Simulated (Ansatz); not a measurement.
Ansatz (a first-principles code) run on Cs₂O₂ (Imm2, 4 atoms in the cell): relaxation of the atoms.

Level of theory: LDA (PW92), default PAW files made with PBE (plane waves; Ansatz).

The change in words: one atom moved by 0.15 angstrom; relax: default → atoms; relax.f_tol: default → 0.2 eV/Å. Reference geometry:
```xyz
4
Lattice="-2.1560 3.2026 3.7599 2.1560 -3.2026 3.7599 2.1560 3.2026 -3.7599" Properties=species:S:1:pos:R:3 pbc="T T T"
Cs     0.0000     0.0000     1.9067
Cs     0.0000     0.0000     5.6131
O      0.0000     3.9533     0.0000
O      0.0000     2.4519     0.0000
```

Reference input (self-consistent single point, DFT, LDA (PW92), plane waves, default PAW files made with PBE): basis.ecutwfc = 420 eV; kpoints.mp_grid.grid = 7 7 7; hamiltonian.xc = lda; hamiltonian.pseudopotentials = {kind: paw} (the program's default PAW files); scf.occupations.method = fixed. This run's input differs from it in these lines:

```diff
@@ -6,3 +6,3 @@
   atoms:
-    - { symbol: Cs, position: [0.25356000, 0.25356000, 0.00000000] }
+    - { symbol: Cs, position: [0.27350700, 0.27350700, 0.00000000] }
     - { symbol: Cs, position: [0.74644000, 0.74644000, 0.00000000] }
@@ -19,2 +19,4 @@
   occupations: { method: fixed }
+relax:
+  f_tol: 0.2
 output:
```

Log, with long lists cut:

```
   [... SCF lines of the steps left out ...]
relax step   1: F+E_penalty+E_count = -12119.67522998 eV  Δ(F+E_penalty+E_count) = +0.000e0 eV  max|allowed force component| = 6.631e-1 eV/Å  Δτ_max = 0.0000 Å  (6 SCF iters, dr2 threshold 1.00e-4 eV, accepted)
relax step   2: F+E_penalty+E_count = -12119.68198049 eV  Δ(F+E_penalty+E_count) = -6.751e-3 eV  max|allowed force component| = 4.006e-1 eV/Å  Δτ_max = 0.1441 Å  (7 SCF iters, accepted)
relax step   3: F+E_penalty+E_count = -12119.69612638 eV  Δ(F+E_penalty+E_count) = -1.415e-2 eV  max|allowed force component| = 4.215e-1 eV/Å  Δτ_max = 0.0774 Å  (7 SCF iters, accepted)
relax step   4: F+E_penalty+E_count = -12119.70017982 eV  Δ(F+E_penalty+E_count) = -4.053e-3 eV  max|allowed force component| = 7.123e-3 eV/Å  Δτ_max = 0.0092 Å  (5 SCF iters, dr2 threshold 6.48e-5 eV, accepted)
relax step   5: F+E_penalty+E_count = -12119.70017984 eV  Δ(F+E_penalty+E_count) = -1.839e-8 eV  max|allowed force component| = 7.636e-3 eV/Å  Δτ_max = 0.0000 Å  (2 SCF iters, accepted)
the relaxation is at rest under the 4 symmetry operations that the run kept from its start: a minimum is not shown …
Stability not checked: this state was not tested for a lower state beside it, because too few of the mixer's solves of this state at the end of the SCF gave a …
Free energy (F): -12119.700180 eV
Internal energy: -12119.700180 eV  (E = F + TS)
E sigma→0 (E₀):  -12119.700180 eV
Fermi energy:    6.593727 eV
--- Forces (eV/Å), atoms counted from 1 ---
  atom   1  Cs     0.00000000     0.00000000     0.00552646
  atom   2  Cs    -0.00000000    -0.00000000    -0.00441417
   [... lines left out ...]
  atoms:
    - { symbol: Cs, position: [0.26367943777176134, 0.26367943777176134, 3.3853896234223514e-20] }
    - { symbol: Cs, position: [0.746238162522888, 0.746238162522888, 3.3853896234220547e-20] }
    - { symbol: O, position: [0.619482645365702, 0.0050146998526753314, 0.6144679455130266] }
    - { symbol: O, position: [0.39054675433964875, 0.005014699852675331, 0.3855320544869734] }
```

The run converged.  The full log also holds: “iter 5 did not close the SCF: its close was put off for the readings that it lacked (scf_convergence_deferred on its scf_iter line)”.

Summary of the result:
| Item | Value |
|---|---|
| Free energy E − TS (on the zero of these files) | -12119.7002 eV |
| Top of the valence band (on the code's own zero) | 6.59 eV |
| Gap on the k-point mesh | 1.54 eV |
| Pressure | -2.28 GPa |
| Largest force (vector length) | 0.008 eV/Å |
| Relaxation steps | 5 |

The starting cell comes from a database of computed structures (which also holds hypothetical and non-ambient phases and stackings), without a prior relaxation at this level. Its lattice was rescaled by up to half a per cent. For this run, on top of that: one atom moved by 0.15 angstrom. The relaxation keeps the symmetry of its start, so its end need not be a minimum. Ansatz's pressure includes its estimate of the finite-basis (Pulay) stress.

Cost on one core of a shared machine: roughly 50 s.

Keys are those of Ansatz 0.2.
